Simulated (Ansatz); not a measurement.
Relaxation of the outer planes of the (111) surface of fcc Pt in its 1x1 cell, outermost plane spacing 2.29 Å in the ideal cut.

All values below come from PBE (plane waves to 420 eV, PAW; Ansatz, a quantum-chemistry and plane-wave program).

Slab: 12 atoms, 25.2 Å thick at the start; k 15x15x1, smearing 0.1 eV, dipole-corrected; all atoms relaxed; held to the start's symmetry, so lower structures may exist; no spin, no spin-orbit, no U.

```csv
plane,atoms,bulk spacing to the next (Å),relaxed spacing (Å),change (%),rumpling (Å)
1,Pt,2.292,2.312,0.9,0.00
2,Pt,2.292,2.283,-0.4,0.00
```
